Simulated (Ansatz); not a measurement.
Defect: interstitial O in zinc-blende GaP, neutral cell. The step: a concerted move, in which O travels most; the atom moves 1.20 Å along (0.15, -0.15, 0.00) of the unit cell; the moving atom starts with neighbours Ga at 1.85; P at 1.59 Å and ends with Ga at 1.85; P at 1.59 Å. A PBE band in Ansatz (plane-wave PAW, one k-point at (0.250, 0.250, 0.250), 64 host sites, 37 SCF runs with any check of the saddle's order, static, no finite-size correction) gives a forward barrier of 1.33 eV. The saddle point's order was not checked, and it lies on a symmetry element of the cell, where a band can be held. The charge state is imposed; whether it is stable for some Fermi level was not computed. Sites that were not tried may lie lower.

Single points at the band's start and saddle point can refine it. Rough cost of one point, in units of the band's mean SCF on the same machine:

```json
[
 {"Level": "PBE, a 2×2×2 k-point mesh shifted by half a step", "Cost of one point": "about 4"},
 {"Level": "r2SCAN at 500 eV, one k-point at (0.250, 0.250, 0.250)", "Cost of one point": "about 3"}
]
```

Question: Which of these move the barrier by more than 0.1 eV, and how far does each move it?

Answer: PBE, a 2×2×2 k-point mesh shifted by half a step: -0.13 eV; r2SCAN at 500 eV, one k-point at (0.250, 0.250, 0.250): +0.08 eV. Each functional is compared with PBE at the same k-points.

Ansatz is a quantum-chemistry and plane-wave program.
